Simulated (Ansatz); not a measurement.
Cost and result by functional for the surface energy of the (21-30) surface of hcp Tl in its 1x1 cell, outermost plane spacing 0.39 Å in the ideal cut, in Ansatz (plane waves, PAW). Single points on the PBE structure, on one kind of machine; costs are rough ratios of the slab run's core time (references not counted) to the cheapest single point. r2SCAN's cost holds its higher cutoff (500 against 420 eV). Differences are taken against r2SCAN for comparison alone: no measured value is at hand, so the table doesn't rank accuracy.

Slab: 18 atoms, 9.8 Å thick at the start (thin: gaps and levels are the slab's own); k 7x4x1, smearing 0.1 eV, dipole-corrected; all atoms relaxed; symmetry of the start imposed; no spin, no spin-orbit, no U. These notes are the PBE run's.

```csv
functional,relative cost,surface energy (J/m²),less r2SCAN (J/m²)
PBEsol,1,0.38,0.02
RPBE,1,0.18,-0.17
LDA,1,0.44,0.08
r2SCAN,2,0.35,0.00
PBE (the relaxed run's value),–,0.28,-0.07
```

The values span 0.26 J/m², while the single points' costs differ by a factor of roughly 2. Differences are of unrounded values.

Ansatz is a first-principles code.
